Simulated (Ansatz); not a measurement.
# Effect of biaxial strain +4.59 %, plane normal [001], relaxed out of plane on GaSe

The reference is GaSe in the beta-GaS type structure (space group P6_3/mmc, No. 194; a = 3.7694 Å, c = 15.9642 Å; layered, stacked along the Cartesian z axis). Axes: x lies along a and z along c of the hexagonal cell.

It is then changed as follows: biaxial strain +4.59 %, plane normal [001], relaxed out of plane (Cartesian); in-plane vectors clamped, the third vector and the atoms free.

The values are results of Kohn–Sham DFT with the PBE-D3(BJ) functional, run in Ansatz (a program for electronic structure) with PAW and 420 eV plane waves, no spin-orbit coupling, earlier PAW set, not measurements. Settings: 10×10×2 k-points, 0.05 eV Fermi–Dirac smearing.

The space group stays P6_3/mmc (No. 194) and the shortest interatomic distance rises by 0.011 Å to 2.455 Å. The pressure (mean of the normal stresses, compression positive) goes from zero to -2.7 GPa and the band gap changes from 0.87 eV to zero. The valley order (the lowest conduction-band minima on the path, energy above the VBM, named in the base's zone) changes from Γ 0.87 eV; M (1/2, 0, 0) 1.02 eV; K (1/3, 1/3, 0) 1.43 eV to Γ 0.05 eV; M (0, 1/2, 0) 0.74 eV and the out-of-plane strain comes out as -2.66 % (rough). The mean in-plane stress (compression positive) amounts to -4.1 GPa (rough).

Final structure (turned so that z lies along the plane normal):

```
GaSe
1.0
    3.94245     0.00000     0.00000
    1.97122     3.41426     0.00000
    0.00000     0.00000    15.53880
Ga Se
4 4
Cartesian
  1.97122   1.13809   2.65743
  3.94245   2.27617  10.42683
  3.94245   2.27617  12.88137
  1.97122   1.13809   5.11197
  1.97122   1.13809   9.33184
  3.94245   2.27617   1.56244
  3.94245   2.27617   6.20696
  1.97122   1.13809  13.97636
```

Cost of the whole job for the changed cell (relaxation, final SCF and bands): about 2.3 core-minutes (a rough figure).

Without a gap, meshes like the base's 10×10×2 leave anisotropic stresses uncertain by several tenths of a GPa, and small strain energies with them. No phonon test of stability was made. The final runs are not spin-polarised. Gaps under 0.05 eV, about the width of the smearing, are given as zero. The zero or small gap of GaSe under biaxial strain +4.59 %, plane normal [001], relaxed out of plane can change with the level of theory.
